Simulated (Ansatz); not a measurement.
Consider SiC in the zinc blende structure (space group F-43m, No. 216; a = 4.3563 Å). Axes: x, y, z lie along the cube axes.

The values are results of r2SCAN (Ansatz, a program for electronic structure), no spin-orbit coupling, not measurements.

For the base:

The valence-band top at Γ is 0.00, 0.00, 0.00 eV.

Perturbation: strain tensor (xx, yy, zz, yz, xz, xy) = (+0.65, +0.45, +0.85, +0.72, −0.29, +0.09) %, atoms relaxed at fixed cell.

### Question
Predict the new energy relative to the base.

### Answer
The energy goes up by 4.8 meV/atom.

### Question
Estimate the effect on the valence-band top at Γ.

### Answer
The valence-band top at Γ (three highest levels, from the VBM) goes from 0.00, 0.00, 0.00 eV to 0.00, -0.08, -0.14 eV.

The levels and masses belong to the bands next to the band gap. Whether these cells are dynamically stable was not tested.
